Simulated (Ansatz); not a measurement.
# How the lattice parameter c of ZrGe2 (model structure, started from the AlB2 type, P6/mmm, No. 191, 3 atoms in the cell) moves with the method

No measured value is used here.

```json
[
 {"level (code)": "PBE (Ansatz)", "value (Å)": "3.502"},
 {"level (code)": "PBEsol (Ansatz)", "value (Å)": "…"},
 {"level (code)": "PBE-D3(BJ) (Ansatz)", "value (Å)": "3.439"}
]
```

Task: Fill in the missing entries.

Result: 
- PBEsol (Ansatz, an electronic-structure program), value (Å): 3.450

Ansatz's density-functional and Hartree–Fock values are scalar-relativistic unless marked +SOC, with PAW data made under PBE.

A model structure was made by putting elements into a prototype or built by hand; it is no filed structure, need not be a known phase, and can be a saddle point held by its symmetry.
